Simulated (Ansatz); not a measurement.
System: TiAl₃ (I4/mmm, No. 139). Method: BLYP (Ansatz, a quantum-chemistry and plane-wave program, plane waves, PAW).

Run with plane-wave cutoff 520 eV, 20×20×20 k mesh, Fermi–Dirac smearing 0.05 eV, no spin polarisation, scalar-relativistic PAW data made under PBE.

Response to compression and expansion:

Shape and atoms are relaxed at each volume.

```
V (Å³/atom)  P (GPa)  c (Å)  a (Å)
-----------  -------  -----  -----
15.780          4.11  8.611  3.829
16.109          1.94  8.676  3.854
16.437          0.00  8.740  3.879
16.766         -1.75  8.804  3.903
17.095         -3.32  8.868  3.927
```
